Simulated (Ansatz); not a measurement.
Take TiAl (space group P4/mmm, No. 123; a = 2.813 Å, c = 4.062 Å; relaxed with 0.1 eV smearing) as the base.

All numbers come from plane-wave PAW DFT at the r2SCAN level (Ansatz, a program for electronic structure, 500 eV), scalar-relativistic without spin-orbit coupling.

For the base:

The pressure is 0.0 GPa.

Perturbation: every lattice vector is shortened by 0.50 %; the atoms relax in the strained cell.

Question: Predict the new energy relative to the base and pressure.

Answer: The energy rises by 1.4 meV/atom; the pressure (mean of the normal stresses, compression positive) goes from zero to 1.9 GPa.

Whether these cells are dynamically stable was not tested. The final runs are not spin-polarised.
